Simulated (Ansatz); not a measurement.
Consider BaTiO3 in the cubic perovskite structure (space group Pm-3m, No. 221; a = 4.019 Å).

Calculations: plane-wave PAW DFT at the PBE level (Ansatz, a quantum-chemistry and plane-wave program, 420 eV), no spin-orbit coupling.

One change was made to it. Results:

```
quantity                           base     after
-----------------------------  --------  --------
width of the top valence band   0.95 eV   0.96 eV
volume per atom                12.99 Å³  12.76 Å³
```

What was done to the base?
A. pressure 100 GPa
B. pressure 15 GPa
C. pressure −1 GPa
D. pressure 3 GPa
E. pressure 75 GPa

D, pressure 3 GPa. For comparison, the volume per atom in the other runs: pressure −1 GPa gives 13.07 Å³; pressure 75 GPa gives 10.03 Å³; pressure 15 GPa gives 12.02 Å³; pressure 100 GPa gives 9.54 Å³.

The levels and masses belong to the bands next to the band gap. Load acts through the strain it causes; cell and atoms are relaxed under it. Stability against distortions was not tested. Competing high-pressure phases were not computed. The final runs are not spin-polarised. Many cubic perovskites are stable only at high temperature; tilts and polar distortions were not tested. This is not the structure that BaTiO3 has at room temperature and ambient pressure.
